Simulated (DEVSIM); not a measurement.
Structure: abrupt Si n-p junction, at 250 K.

```tsv
layer (left to right)	material	thickness (μm)	Nd (cm⁻³)	Na (cm⁻³)	τn (s)	τp (s)
1	Si	1.60	4.8e17	-	1.6e-7	1.6e-7
2	Si	30.0	-	5.3e17	1.6e-7	1.6e-7
```

Left contact: ohmic. Right contact: ohmic. Voltage is applied to the left contact. Recombination: SRH at mid-gap, Auger. Mobility is constant in doping.

The device is made up for the run: typed textbook-type constants, with dimensions and the other settings drawn at random. Values at 300 K; Nc and Nv go as T^1.5, mobilities as T to minus their exponent, the gap by Varshni's rule with the affinity fixed.

| parameter | Si |
|---|---|
| gap (eV) | 1.124 |
| affinity (eV) | 4.05 |
| permittivity | 11.7 |
| Nc (cm⁻³) | 2.86e19 |
| Nv (cm⁻³) | 3.1e19 |
| μn (cm²/Vs) | 1417 |
| μp (cm²/Vs) | 470 |
| T exponent of μn | 2.3 |
| T exponent of μp | 2.2 |
| Cn (cm⁶/s) | 2.8e-31 |
| Cp (cm⁶/s) | 9.9e-32 |
| Varshni α (eV/K) | 0.000473 |
| Varshni β (K) | 636 |

Simulated with DEVSIM: 1D drift-diffusion, Boltzmann statistics, complete ionisation; no tunnelling, impact ionisation, image-force lowering or self-heating.

The thickness of layer 1 was swept, all else fixed.

```csv
thickness of layer 1 (μm),dark forward voltage at 1 A/cm² (V),dark forward voltage at 100 A/cm² (V)
0.32,(withheld),(withheld)
0.56,0.754,0.859
0.96,0.765,0.871
1.6,0.774,0.880
2.7,0.783,0.887
4.8,0.791,0.895
8,0.797,0.900
```

Q: Complete the blanks.

A: 
- 0.32, dark forward voltage at 1 A/cm² (V): 0.742
- 0.32, dark forward voltage at 100 A/cm² (V): 0.847
